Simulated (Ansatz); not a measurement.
Hf, response to strain

Consider Hf in the hcp (Mg type) structure (space group P6_3/mmc, No. 194; a = 3.1174 Å, c = 4.9501 Å; relaxed with 0.1 eV smearing). Axes: x lies along a and z along c of the hexagonal cell.

Strains are applied to the cell and any free atomic positions relax.

Method: LDA (Ansatz, a first-principles code), spin-orbit coupling left out.

Candidates:
(a) uniaxial strain ε_xx = −2.50 %
(b) uniaxial strain ε_xx = −3.00 %
(c) uniaxial strain ε_xx = −1.50 %
(d) uniaxial strain ε_xx = +2.00 %

Notes on the quantities. energy relative to the base: free energy F.

### Question
Order them by energy relative to the base, lowest first.

### Answer
(c) uniaxial strain ε_xx = −1.50 % (+2.8 meV/atom), (d) uniaxial strain ε_xx = +2.00 % (+4.6 meV/atom), (a) uniaxial strain ε_xx = −2.50 % (+8.0 meV/atom), (b) uniaxial strain ε_xx = −3.00 % (+12 meV/atom)

No phonon test of stability was made. All final runs are without spin polarisation.
